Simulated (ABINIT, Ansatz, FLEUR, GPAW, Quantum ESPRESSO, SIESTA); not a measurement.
## One structure in several programs: F2 (C2/c, 4 atoms in the cell)

Self-consistent single point.

```
F2
1.0
    2.55632    -1.58403     0.00000
    2.55632     1.58403     0.00000
   -0.56211     0.00000     6.59771
F
4
Cartesian
  3.52689   0.50610   3.94517
  1.02364  -0.50610   2.65254
  0.74259   0.50610   5.95140
  3.80794  -0.50610   0.64631
```

Shared settings, as Ansatz (a program for electronic structure) writes them: kpoints.mp_grid.grid = 1 1 1; scf.occupations.method = fixed. Potentials and cutoffs stand in the table.

| code | model | pressure (GPa) | largest force (eV/Å) | cutoff |
|---|---|---|---|---|
| ABINIT | PBEsol, norm-conserving pseudopotentials (PseudoDojo nc-sr-04 PBEsol standard) | 25.58 | 2.629 | 42 Ha |
| GPAW | PBEsol, GPAW PAW datasets PBEsol (made by gpaw-setup) | – | 2.561 | 900 eV |
| Ansatz | PBEsol, default PAW files made with PBE | 24.26 | 2.614 | default |
| SIESTA | GGA PBEsol, numerical atomic orbitals DZP, PseudoDojo PBEsol standard norm-conserving potentials (rewritten from UPF to PSML) | 24.84 | 2.035 | grid 350 Ry |
| Quantum ESPRESSO | PBEsol, GBRV 1.5 ultrasoft (PBESOL) pseudopotentials | 25.70 | 2.449 | 40 Ry |
| FLEUR | PBEsol, all-electron FLAPW (FLEUR), scalar-relativistic valence | – | 2.423 | Kmax 4.8 1/bohr |

A dash marks a value that a program does not give, or that is left out as unsure.

The spread over the programs that give each value: pressure within 1.44 GPa; largest force within 0.594 eV/Å.

SIESTA uses small atom-centred bases, whose incompleteness enters pressures, forces and empty levels differently from a plane-wave cutoff. FLEUR treats all electrons, but the usual bases taken here (sphere radii, linearisation, local orbitals, empty states) were not tested for convergence, so the values are no reference for the others. Ansatz's pressure is given at a fixed set of plane waves, as the other plane-wave codes print theirs; with its correction for the finite basis it is 25.69 GPa (the shift of 1.43 GPa shows how far the cutoff is from converged). The pressure of GPAW is left out: its cutoff lies under the one at which its stress was checked. In the pressure, Ansatz (by 1.32) lies more than 1 GPa from the median of the plane-wave programs. In the force vectors, SIESTA (by 0.741), Quantum ESPRESSO (by 0.167) and FLEUR (by 0.199) lie more than 0.08 eV/Å from the median of the plane-wave programs.

On the base mesh (10 10 4) the same programs gave: Ansatz pressure -0.83 GPa, gap on the mesh 2.656 eV; Quantum ESPRESSO pressure 0.18 GPa, gap on the mesh 2.620 eV; ABINIT pressure 0.30 GPa; SIESTA pressure -2.20 GPa.

The values differ from the base mesh's, so the mesh still matters here: the table compares the programs at equal settings.

The starting cell comes from a database of computed structures (which also holds hypothetical and non-ambient phases and stackings), without a prior relaxation at this level.

Left out of this page: CP2K (on another mesh).

Keys are those of Ansatz 0.2.
